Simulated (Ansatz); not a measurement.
# fcc Pd (0 0 1) on cubic KTaO3 (0 0 1) (film strained to the substrate, started from cuts of the bulks and a machine-learned relaxation; slabs K3Ta4O11 and Pd12, which can lie off the formulas)

A periodic stack without vacuum, fcc Pd (0 0 1) on cubic KTaO3 (0 0 1) (film strained to the substrate, started from cuts of the bulks and a machine-learned relaxation; slabs K3Ta4O11 and Pd12, which can lie off the formulas): substrate slab K3Ta4O11, film Pd12, surface cells [[0, 1], [-1, 0]] and [[0, -1], [2, 1]], film strained by +2.1 and +2.1 %, outermost planes OTa/OTa and Pd/Pd as cut, which need not be the usual terminations and can put a slab off its formula.

The start was prepared with a machine-learned potential, and the result is one local minimum, with the in-plane cell held and forces under 0.04 eV/Å; the film can end far from its bulk form.

These are PBE (plane waves to 420 eV, PAW; Ansatz, an electronic-structure program) values and carry that method's errors. No spin–orbit coupling; the runs are not spin-polarised; PBE gaps are too small against experiment. Its k-point mesh 8×8×1, Fermi–Dirac width 0.05 eV.

* **interface area**: 16.2 Å²
* **period**: 26.03 Å
* **heights between the nearest atoms of the two slabs at the two interfaces**: 2.15 and 2.15 Å
* **Pd–Ta contacts across the interfaces within 1.22 times the sum of covalent radii**: 8, mean 2.95 Å
* **O–Pd contacts across the interfaces within 1.22 times the sum of covalent radii**: 4, mean 2.24 Å

```
CELL_PARAMETERS angstrom
      4.02454    -0.00003     0.02558
     -0.00022     4.02449     0.03126
      1.85584    -0.46230    26.04162
ATOMIC_POSITIONS crystal
  K  0.94851 0.94106 0.11727
  Ta 0.48648 0.44117 0.03985
  O  0.98629 0.43310 0.04278
  O  0.48630 0.93264 0.04272
  O  0.44904 0.43775 0.11668
  K  0.87176 0.94797 0.27122
  Ta 0.41066 0.44539 0.19404
  O  0.90989 0.44344 0.19402
  O  0.40990 0.94325 0.19401
  O  0.37116 0.44879 0.27125
  K  0.79412 0.95437 0.42529
  Ta 0.33363 0.44908 0.34852
  O  0.83209 0.45449 0.34849
  O  0.33216 0.95478 0.34848
  O  0.29351 0.45980 0.42584
  Ta 0.25475 0.45229 0.50271
  O  0.75632 0.46315 0.49989
  O  0.25626 0.96413 0.49992
  Pd 0.67426 0.93267 0.66135
  Pd 0.17430 0.43279 0.66136
  Pd 0.21210 0.91794 0.58592
  Pd 0.71227 0.42127 0.58546
  Pd 0.60055 0.94340 0.80801
  Pd 0.10061 0.44377 0.80805
  Pd 0.13744 0.93926 0.73470
  Pd 0.63748 0.43872 0.73466
  Pd 0.52503 0.96173 0.95690
  Pd 0.02457 0.45935 0.95717
  Pd 0.06360 0.94952 0.88136
  Pd 0.56360 0.44947 0.88137
```
